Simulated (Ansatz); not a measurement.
Data:

```
KTaO3
1.0
    3.98928     0.00000     0.03191
    0.00000     3.98928     0.00000
    0.03191     0.00000     3.98928
K Ta O
1 1 3
Direct
  0.00000   0.00000   0.00000
  0.50000   0.50000   0.50000
  0.00000   0.50000   0.50000
  0.50000   0.50000   0.00000
  0.50000   0.00000   0.50000
```

No spin polarisation.

Computed with r2SCAN/PAW in Ansatz (a program for electronic structure), spin-orbit coupling left out, earlier PAW set. Γ-centred 8×8×8 mesh, Fermi–Dirac width 0.05 eV.

Task: Predict the gap character, band gap and smallest direct gap.

Result: 
```json
{
 "gap_character": "indirect, T → Γ",
 "band_gap": "2.61 eV",
 "smallest_direct_gap": "3.23 eV"
}
```

Spin-orbit coupling, missing from the scalar runs, can matter with Ta. The cells carry an imposed strain or load. No phonon test of stability was made. The cell was made from KTaO₃ in the cubic perovskite structure (space group Pm-3m, No. 221) by this change: tensor shear ε_xz = +0.80 %.
